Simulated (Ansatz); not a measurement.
The starting structures come from a database of crystals and need not be the phases stable at ambient conditions.

By PBEsol, the system below comes out a metal.

Without scattering a metal conducts by its projected Fermi surface.

Data:

```
CELL_PARAMETERS angstrom
      3.75465     0.00000     0.00000
      0.00000     3.75465     0.00000
      0.00000     0.00000     3.75465
ATOMIC_POSITIONS crystal
  Ca 0.00000 0.00000 0.00000
  Hg 0.50000 0.50000 0.50000
```

Space group of this cell: Pm-3m, CsCl type. The cell is taken as given; by PBEsol its mean pressure is -1.2 GPa.

The current flows along the normal of the first two printed cell vectors, the (001) plane of the conventional cell. No spin-orbit coupling; the value is a mean over 0.1 eV about the Fermi level.

Q: Predict the ballistic conductance per area from PBEsol run with Ansatz (a first-principles code).

A: 0.58 × 10¹⁵ S/m² for both spins.
